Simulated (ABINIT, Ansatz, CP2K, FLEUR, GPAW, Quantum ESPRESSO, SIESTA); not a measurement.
One structure in several programs: MgNiF₆ (R-3, 8 atoms in the cell)

Self-consistent single point.

```xyz
8
Lattice="2.4015 1.3865 4.3571 -2.4015 1.3865 4.3571 0.0000 -2.7730 4.3571" Properties=species:S:1:pos:R:3 pbc="T T T"
Mg     0.0000     0.0000     6.5356
Ni     0.0000     0.0000     0.0000
F     -0.9519     1.3228     5.3875
F      0.9519    -1.3228     7.6838
F     -0.6696    -1.4858     5.3875
F      0.6696     1.4858     7.6838
F      1.6215     0.1630     5.3875
F     -1.6215    -0.1630     7.6838
```

All programs got the same cell, k-point mesh and kind of occupations (in Ansatz's words: kpoints.mp_grid.grid = 6 6 6; scf.occupations.method = fermi_dirac; scf.occupations.width = 0.136 eV); potentials, basis and cutoffs are each program's usual ones.

| code | model | pressure (GPa) | largest force (eV/Å) | gap on the mesh (eV) | k-points | cutoff |
|---|---|---|---|---|---|---|
| ABINIT | LDA (PW92), PAW (JTH v2.0 LDA PAW) | -6.84 | 0.159 | 1.299 | 40 | 30 Ha |
| CP2K | LDA (Pade form), GPW, DZVP-MOLOPT-SR-GTH basis, GTH-PADE potentials (GTH_POTENTIALS) | -3.60 | 0.312 | 1.264 | 112 | grid 1000 Ry |
| SIESTA | LDA PW92, numerical atomic orbitals TZP, PseudoDojo LDA standard norm-conserving potentials (rewritten from UPF to PSML) | -9.62 | 0.054 | 1.155 | 132 | grid 300 Ry |
| Ansatz | LDA (PW92), PAW files made with PBE | -5.69 | 0.270 | 1.308 | 40 | default |
| FLEUR | LDA (Perdew-Zunger), all-electron FLAPW (FLEUR), scalar-relativistic valence | – | 0.292 | 1.227 | 40 | Kmax 4.7 1/bohr |
| GPAW | LDA (Perdew-Wang 92), GPAW PAW datasets LDA (gpaw-data 1.0.1) | – | 0.156 | – | 40 | 900 eV |
| Quantum ESPRESSO | LDA (PZ), GBRV 1.5 ultrasoft (LDA) pseudopotentials | -4.37 | 0.175 | 1.375 | 40 | 50 Ry |

A dash marks a value that a program does not give, or that is left out as unsure.

No gap is tabulated for GPAW: it is not read from that output, or partly filled or unconverged empty levels leave it unsure.

Gaps are read on the mesh.

The spread over the programs that give each value: pressure within 6.02 GPa; largest force within 0.258 eV/Å; gap on the mesh within 0.220 eV.

The starting cell comes from a database of computed structures (which also holds hypothetical and non-ambient phases and stackings), without a prior relaxation at this level. On Ansatz's run: In the base run, with a pressure of about -5 GPa the cell is away from its equilibrium volume at this level.

Why do the programs differ, and what cannot be compared?

Differences of this kind can come from the potentials, where these differ, and from what each basis and cutoff leave unconverged. The valence holds different numbers of electrons (ABINIT 70, CP2K 70, SIESTA 70, Ansatz (a quantum-chemistry and plane-wave program) 70, FLEUR 68, GPAW 68, Quantum ESPRESSO 70). The zero of total energies and Fermi levels follows the potentials and each program's conventions, so they are not compared here. CP2K and SIESTA use small atom-centred bases, whose incompleteness enters pressures, forces and empty levels differently from a plane-wave cutoff. FLEUR treats all electrons, but the usual bases taken here (sphere radii, linearisation, local orbitals, empty states) were not tested for convergence, so the values are no reference for the others. Ansatz's pressure is given at a fixed set of plane waves, as the other plane-wave codes print theirs; with its correction for the finite basis it is -4.94 GPa (the shift of 0.75 GPa shows how far the cutoff is from converged). The pressure of GPAW is left out: its cutoff lies under the one at which its stress was checked. The same LDA comes in different parametrisations, which differ slightly. The programs reduce the same mesh by symmetry to different extents, which changes the work and not the result. In the gap, SIESTA (by 0.152) lies more than 0.12 eV from the median of the plane-wave programs. In the force vectors, CP2K (by 0.229), SIESTA (by 0.189), Ansatz (by 0.109) and FLEUR (by 0.137) lie more than 0.08 eV/Å from the median of the plane-wave programs.

Keys are those of Ansatz 0.2.
